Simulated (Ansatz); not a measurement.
**Ag in the fcc (Cu type) structure (space group Fm-3m, No. 225)**

Space group Fm-3m (No. 225); a = 4.105 Å, b = 4.105 Å, c = 4.105 Å, α = 90.00°, β = 90.00°, γ = 90.00°

```tsv
atom	site	symmetry	x	y	z
Ag	4a	m-3m	0.0000	0.0000	0.0000
```
(The calculation used a cell of 1 atom; values per cell refer to that cell.)

Computed with r2SCAN (Ansatz, an electronic-structure program), without spin-orbit coupling. Γ-centred 19×19×19 mesh, Fermi–Dirac width 0.05 eV.

```yaml
volume_per_atom: 17.30 Å³
density: 10.36 g/cm³
band_gap: zero
total_energy: -7603.941 eV/atom (σ→0; compares only within this code and set-up)
```

No phonon test of stability was made.
